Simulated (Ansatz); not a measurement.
The starting structures come from a database of crystals and need not be the phases stable at ambient conditions.

The decay constant κ of evanescent states in the gap governs leakage through a thin film.

Input:

```xyz
14
Lattice="6.8055 0.0000 0.0000 0.0000 11.4635 0.0000 0.8748 5.7317 3.6021" Properties=species:S:1:pos:R:3 pbc="T T T"
Rb     3.0063    11.4635     2.6745
Rb     4.6740     5.7317     0.9275
Rb     3.4027     9.2404     0.0000
Rb     3.4027     2.2231     0.0000
Rb     0.0000     8.4602     0.0000
Rb     0.0000     3.0033     0.0000
Ga     1.5977     5.7317     2.4144
Ga     6.0825    11.4635     1.1877
O      6.5304     5.7317     2.9035
O      1.1499    11.4635     0.6986
O      2.1885     4.2146     1.5531
O      5.4918    12.9807     2.0490
O      5.4918     9.9463     2.0490
O      2.1885     7.2489     1.5531
```

Space group of this cell: C2/m. The cell is taken as given; by PBEsol its mean pressure is -0.6 GPa.

Transport runs along the normal of the first two printed cell vectors.

The gap is the functional's own, uncorrected, and κ follows it; spin-orbit coupling is left out. Mid-gap values are interpolated between the computed energies.

Compute, with PBEsol in Ansatz (a quantum-chemistry and plane-wave program), the band gap and the smallest decay constant κ at mid-gap.

Gap 2.51 eV on a 6×8×8 mesh; κ = 0.281 1/Å, at the zone centre.
